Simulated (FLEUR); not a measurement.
Input and output of a self-consistent single point for AlCr2C (P6_3/mmc, 8 atoms in the cell) (FLEUR).

Level of theory: LDA (Perdew-Zunger), all-electron FLAPW (FLEUR), scalar-relativistic valence.

```
AlCr2C
1.0
    2.78272     0.00000     0.00000
   -1.39136     2.40991     0.00000
    0.00000     0.00000    12.41235
Al Cr C
2 4 2
Direct
  0.66667   0.33333   0.25000
  0.33333   0.66667   0.75000
  0.33333   0.66667   0.41494
  0.66667   0.33333   0.58506
  0.66667   0.33333   0.91494
  0.33333   0.66667   0.08506
  0.00000   0.00000   0.50000
  0.00000   0.00000   0.00000
```

Reference input (self-consistent single point, DFT, PBE, all-electron FLAPW (FLEUR), scalar-relativistic valence): Kmax = 4.7 1/bohr; GmaxXC = 14.1 1/bohr; xcFunctional = pbe; jspins = 1; l_soc = F; mode = hist; fermiSmearingEnergy = 0.00499791 Htr; mesh (inpgen div1-3) = 9 9 2; inpgen gamma flag = true; Gmax = 14.1 1/bohr; numbands = 0; maxIterBroyd = 25. This run's input differs from it in these lines:

```diff
@@ -20,2 +20,3 @@
 &comp jspins=1 /
+&exco xctyp='pz' /
 &kpt div1=9 div2=9 div3=2 gamma=t /
@@ -32,3 +33,3 @@
       <coreElectrons ctail="T" frcor="F" kcrel="0" coretail_lmax="0"/>
-      <xcFunctional name="pbe" relativisticCorrections="F"/>
+      <xcFunctional name="pz" relativisticCorrections="F"/>
       <magnetism jspins="1"/>
```

Output, abridged:

```
 Iteration:     1   Distance:      43.02166276 me/bohr^3
 Iteration:     2   Distance:      34.99008159 me/bohr^3
 Iteration:     3   Distance:      11.44471150 me/bohr^3
 Iteration:     4   Distance:      14.23108066 me/bohr^3
 Iteration:     5   Distance:       1.51945017 me/bohr^3
   [... 9 lines left out ...]
 Iteration:    15   Distance:       0.00017767 me/bohr^3
 Iteration:    16   Distance:       0.00004038 me/bohr^3
 Iteration:    17   Distance:       0.00001471 me/bohr^3
 Iteration:    18   Distance:       0.00000284 me/bohr^3
 Reset of history
 Run finished successfully
 Stop message:
   Structural relaxation: new displacements generated

[file out, last iteration]
             iter=     19
[...]
          total density-effective poten   -7.5195060867E+03
          total charge density-energy d   -2.3291256621E+02
 Updated energy parameters for spin:           1
[...]
 fermi energy and band-weighting factors:

[...]
FERMIE:
          first approx. to ef    (T=0)  :   0.452012 htr   (energy of the highest occ. eigenvalue)
          number of occ. states  (T=0)  :        848
          first approx. to seigv (T=0)  : -33.213911 htr
          sum of weights of occ. states :  35.012346
          sum of semicore charge        :   0.000000 e
FERHIS:  Fermi-Energy by histogram:
          bandgap                     :   0.000000 htr
   [... lines left out ...]
          charge neutrality (T=0)     :   0.024691    (zero if the highest occ. eigenvalue is "entirely" occupied)
     EF_NEWTON:  Adjust Fermi-Energy by Newton-Method.
 Direct bandgap for spin            1 :    5.2962967277385142E-003  Htr
 ---->    free energy=                     -4755.0618465723 htr
   [... lines left out ...]
 TOTAL FORCE FOR ATOM TYPE=  1  X= -2.629   Y=  1.518   Z=  5.864
                       FX_TOT= 0.000000 FY_TOT= 0.000000 FZ_TOT= 0.000000
 TOTAL FORCE FOR ATOM TYPE=  2  X=  2.629   Y= -1.518   Z=  9.733
                       FX_TOT= 0.000000 FY_TOT= 0.000000 FZ_TOT=-0.001306
 TOTAL FORCE FOR ATOM TYPE=  3  X=  0.000   Y=  0.000   Z= 11.728
                       FX_TOT= 0.000000 FY_TOT= 0.000000 FZ_TOT= 0.000000
```

The run converged in 18 iterations. FLEUR gives forces in its relaxation mode, with a further iteration, so its stop message speaks of a relaxation. 

The starting cell comes from a database of computed structures (which also holds hypothetical and non-ambient phases and stackings), without a prior relaxation at this level. Its lattice was rescaled by a random factor within 2.5 % of one. Spin polarisation is off. Values depend on the basis (sphere radii, cutoffs, local orbitals), which need not be converged. The log's line on a gap gives a spacing of levels on this mesh, which the program prints for metals too.

Cost on one core of a shared machine: roughly 6 min.
